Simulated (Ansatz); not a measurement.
**ZnSe: pressure 7.5 GPa**

Start from ZnSe in the zinc blende structure (space group F-43m, No. 216; a = 5.733 Å).

The change: cell and atoms relaxed at a pressure of 7.5 GPa.

The values are results of DFT with PBE, PAW potentials and a 420 eV plane-wave cutoff in Ansatz (a quantum-chemistry and plane-wave program), no spin-orbit coupling, not measurements. Settings: 10×10×10 k-points, 0.05 eV Fermi–Dirac smearing.

The density goes up by 0.56 g/cm³ (5.09 g/cm³ → 5.65 g/cm³) and the lattice parameter a falls by 0.197 Å to 5.536 Å. The shortest interatomic distance shrinks by 0.085 Å (2.482 Å → 2.397 Å) and the enthalpy H = E + PV relative to the base's energy is +1.04 eV/atom. The band gap rises by 0.425 eV (1.15 eV → 1.58 eV) and the gap character remains direct at Γ. The width of the top valence band increases by 0.505 eV, from 2.50 eV to 3.01 eV and the electron mass becomes 0.11 mₑ (at Γ) (base: 0.090 mₑ (at Γ)). The hole mass (degenerate bands, along [100]) goes from 0.094, 0.63, 0.63 mₑ (at Γ) to 0.12, 0.55, 0.55 mₑ (at Γ) and the valley order (the lowest conduction-band minima on the path, energy above the VBM, named in the base's zone) becomes Γ 1.58 eV; L along ⟨111⟩ 2.67 eV; X along ⟨100⟩ 2.82 eV (base: Γ 1.15 eV; L along ⟨111⟩ 2.49 eV; X along ⟨100⟩ 3.07 eV).

Final structure:

```yaml
crystal:
  lattice:
    - [0.00000, 2.76822, 2.76822]
    - [2.76822, 0.00000, 2.76822]
    - [2.76822, 2.76822, 0.00000]
  atoms:
    - { symbol: Se, position: [0.75000, 0.75000, 0.75000] }
    - { symbol: Zn, position: [0.00000, 0.00000, 0.00000] }
```

Load acts through the strain it causes; cell and atoms are relaxed under it. Effective masses come from finite differences of ±0.01 Å⁻¹. Stability against distortions was not tested. Tetrahedral semiconductors of this kind turn to denser phases somewhere between about 1 and 50 GPa; those were not computed, so compressed cells here can lie past the real transition.
